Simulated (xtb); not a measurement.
xtb 6.7.1, GFN2-xTB: Si(H)2(OH)(tBu) (CC(C)(C)[SiH2]O), 18 atoms. The geometry is a generated start, not checked to be a minimum at this level.

```
Quantity                   Value
-----------------  -------------
run flags                 --grad
method                  GFN2-xTB
--acc                1 (default)
--etemp (K)        300 (default)
basis functions               42
valence electrons             38
```

```xyz
18

Si     1.5599    -0.6246     0.2678
O      2.4611    -0.3148    -1.0499
C     -0.2476    -0.0015     0.0847
C     -0.9392    -0.7183    -1.0771
C     -0.2781     1.5060    -0.1843
C     -1.0276    -0.2793     1.3696
H      1.6237    -2.0770     0.3025
H      2.1521     0.0171     1.4466
H      2.5929     0.5734    -1.3743
H     -1.9604    -0.3552    -1.1986
H     -0.9792    -1.7909    -0.8993
H     -0.4048    -0.5501    -2.0100
H     -1.3078     1.8577    -0.2533
H      0.2194     1.7473    -1.1227
H      0.2117     2.0558     0.6175
H     -2.0612     0.0547     1.2719
H     -0.5808     0.2430     2.2130
H     -1.0342    -1.3434     1.5959
```

One run each on 1 thread. Values of broydamp tried: 0.02, 0.05, 0.1, 0.2, 0.4 (default), 0.6, 0.8, 1.

Task: How does the count of SCC iterations change with broydamp, and where is it least?

Result: Fewest SCC iterations, within one of each other: 0.4 (default) with 12, 0.6 with 11, 0.8 with 12. The count rises to 20 at 0.02. All converge to one solution.

```
broydamp       SCC iterations            end
-------------  --------------  -------------
0.02                       20  same solution
0.05                       18  same solution
0.1                        16  same solution
0.2                        14  same solution
0.4 (default)              12  same solution
0.6                        11  same solution
0.8                        12  same solution
1                          13  same solution
```
